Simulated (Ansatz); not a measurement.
Si (P6₃/mmc, No. 194, 4 atoms in the cell; start mp-165; another form than the element's usual one)

Calculation: r²SCAN (PAW; Ansatz, an electronic-structure program).

Numerical settings: plane-wave cutoff 560 eV, 12×12×6 k mesh (along the axes of the cell as run), Fermi–Dirac smearing 0.01 eV, scalar-relativistic PAW data made under PBE.

Cell (relaxed at this level):

```yaml
crystal:
  lattice:
    - [3.83191, 0.00000, 0.00000]
    - [-1.91595, 3.31853, 0.00000]
    - [0.00000, 0.00000, 6.34186]
  atoms:
    - { symbol: Si, position: [0.33333, 0.66667, 0.06309] }
    - { symbol: Si, position: [0.66667, 0.33333, 0.93691] }
    - { symbol: Si, position: [0.66667, 0.33333, 0.56309] }
    - { symbol: Si, position: [0.33333, 0.66667, 0.43691] }
```

```yaml
band_gap: 0.61 eV (indirect)
smallest_direct_gap_on_the_k_points_sampled: 1.36 eV
```

The computed numbers hold no vibrational or temperature effects.

It cost around 15 core-seconds (rough) of CPU time.

A start named mp-… is a Materials Project structure, which need not be a measured phase.
